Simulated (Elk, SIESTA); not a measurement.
An Elk input for a self-consistent single point of AlNi (Pm-3m, 2 atoms in the cell) (DFT, PBEsol, all-electron FP-LAPW, Elk's shipped species files, LAPW+lo basis):

```
tasks
  0

xctype
  22

rgkmax
  7.5

gmaxvr
  16.0

nxoapwlo
  1

rmtscf
  0.95

stype
  0

swidth
  0.00499791

maxscl
  100

avec
    5.4040686959    0.0000000000    0.0000000000
    0.0000000000    5.4040686959    0.0000000000
    0.0000000000    0.0000000000    5.4040686959

atoms
  2
  'Al.in'
  1
  0.5000000000  0.5000000000  0.5000000000    0.0 0.0 0.0
  'Ni.in'
  1
  0.0000000000  0.0000000000  0.0000000000    0.0 0.0 0.0

ngridk
  15 15 15
```

**Question.** Give the SIESTA input for the same structure, mesh, smearing and functional.

**Answer.** One input that does it (others would too):

```
# files in the folder: Al.psml Ni.psml (PseudoDojo PBEsol standard)
SystemName  AlNi
SystemLabel alni

NumberOfAtoms                2
NumberOfSpecies              2
%block ChemicalSpeciesLabel
  1 13 Al
  2 28 Ni
%endblock ChemicalSpeciesLabel
LatticeConstant              1.0 Bohr
%block LatticeVectors
     5.404068696    0.000000000    0.000000000
     0.000000000    5.404068696    0.000000000
     0.000000000    0.000000000    5.404068696
%endblock LatticeVectors
AtomicCoordinatesFormat      Bohr
%block AtomicCoordinatesAndAtomicSpecies
     2.702034348    2.702034348    2.702034348  1
     0.000000000    0.000000000    0.000000000  2
%endblock AtomicCoordinatesAndAtomicSpecies

XC.functional                GGA
XC.authors                   PBEsol
PAO.BasisSize                DZP
PAO.EnergyShift              0.005 Ry
MeshCutoff                   300 Ry
%block kgrid.MonkhorstPack
   15   0   0  0.0
    0  15   0  0.0
    0   0  15  0.0
%endblock kgrid.MonkhorstPack
OccupationFunction           MP
OccupationMPOrder            0
ElectronicTemperature        136.0 meV

MaxSCFIterations             150
SCF.Mixer.Method             Pulay
SCF.Mixer.Weight             0.25
SCF.Mixer.History            6
SCF.DM.Tolerance             1.0E-04
Diag.ParallelOverK           true
WriteForces                  true
Charge.Mulliken              end
```

Basis settings and potentials, where a program has them, do not carry over. This input uses DFT, GGA PBEsol, numerical atomic orbitals DZP, PseudoDojo PBEsol standard norm-conserving potentials (rewritten from UPF to PSML).

The starting cell comes from a database of computed structures (which also holds hypothetical and non-ambient phases and stackings), without a prior relaxation at this level.
